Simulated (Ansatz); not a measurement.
The parent structure is Cd3N2 (space group P-3m1, No. 164; a = 3.666 Å, c = 6.370 Å; a hypothetical phase, not in the database extracts checked).

One thing is altered: an isotropic linear strain of +1.54 %, atoms relaxed at fixed cell.

Levels (all Ansatz, an electronic-structure program, PAW): PBEsol (420 eV, without spin-orbit coupling); r2SCAN (500 eV, no SOC).

The geometry is relaxed with PBEsol.

| Property | Value |
|---|---|
| PBEsol pressure | -4.4 GPa |

With r2SCAN at the same geometry, the pressure goes up by 1.8 GPa, from -4.4 GPa to -2.6 GPa.

Single points use the geometry relaxed with PBEsol. Their cutoffs differ, which shifts pressures a little. Whether these cells are dynamically stable was not tested. All final runs are without spin polarisation.
